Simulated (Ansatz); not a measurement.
Be under a change: pressure 22.5 GPa

Base system: Be in the hcp (Mg type) structure (space group P6_3/mmc, No. 194; a = 2.264 Å, c = 3.564 Å).

The change: a hydrostatic pressure of 22.5 GPa.

The values are results of r2SCAN (Ansatz, an electronic-structure program; PAW; 500 eV plane waves; spin-orbit coupling left out), not measurements. Settings: 23×23×13 k-points, 0.05 eV Fermi–Dirac smearing.

```json
[
 {"quantity": "volume per atom", "base": "7.91 Å³", "changed": "6.85 Å³", "shift": "-1.054 Å³"},
 {"quantity": "density", "base": "1.89 g/cm³", "changed": "2.18 g/cm³", "shift": "+0.29 g/cm³"},
 {"quantity": "lattice parameter a", "base": "2.264 Å", "changed": "2.154 Å", "shift": "-0.1095 Å"},
 {"quantity": "c/a ratio", "base": "1.574", "changed": "1.583", "shift": "+0.009"},
 {"quantity": "shortest interatomic distance", "base": "2.210 Å", "changed": "2.111 Å", "shift": "-0.099 Å"},
 {"quantity": "enthalpy H = E + PV relative to the base's energy", "base": "–", "changed": "+1.03 eV/atom", "shift": "–"},
 {"quantity": "band gap", "base": "zero", "changed": "zero", "shift": "–"}
]
```

Final structure:

```
Be
1.0
    2.15426     0.00000     0.00000
   -1.07713     1.86564     0.00000
    0.00000     0.00000     3.41087
Be
2
Direct
  0.33333   0.66667   0.75000
  0.66667   0.33333   0.25000
```

Load acts through the strain it causes; cell and atoms are relaxed under it. No phonon test of stability was made. Competing high-pressure phases were not computed.
